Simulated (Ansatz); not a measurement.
The reference is SnO in the litharge type structure (space group P4/nmm, No. 129; a = 3.836 Å, c = 4.757 Å; layered, stacked along the Cartesian z axis).

(Cell as relaxed with PBE-D3(BJ).)

Levels (all Ansatz, a quantum-chemistry and plane-wave program, PAW, earlier PAW set): PBE-D3(BJ) (420 eV, no spin-orbit coupling); r2SCAN+rVV10 (500 eV, without spin-orbit coupling).

Each level relaxes its own structure.

```
base                 PBE-D3(BJ)  r2SCAN+rVV10
-------------------  ----------  ------------
volume per atom        17.50 Å³      17.13 Å³
lattice parameter a     3.836 Å       3.793 Å
band gap                   zero          zero
```

It is then changed as follows: cell and atoms relaxed at a pressure of 2.1 GPa.

```csv
quantity,PBE-D3(BJ),r2SCAN+rVV10
shortest interatomic distance,2.228 Å,?
c/a ratio,1.206,?
band gap,zero,?
```

Q: What does r2SCAN+rVV10 give?

A: 
- shortest interatomic distance, r2SCAN+rVV10: 2.205 Å
- c/a ratio, r2SCAN+rVV10: 1.220
- band gap, r2SCAN+rVV10: zero

PBE-D3(BJ)'s shortest interatomic distance lies 0.023 Å above r2SCAN+rVV10's (1.1 %); PBE-D3(BJ)'s c/a ratio lies 0.014 below r2SCAN+rVV10's; the two agree on the band gap. Neither level is exact; r2SCAN+rVV10 is the comparison here, not a measurement.

A case with no gap was solved on a k-mesh chosen for an insulator, which is coarse for it. Load acts through the strain it causes; cell and atoms are relaxed under it. No phonon test of stability was made. The final runs are not spin-polarised. A zero or small gap of SnO can be the functional's error rather than a property of the material.
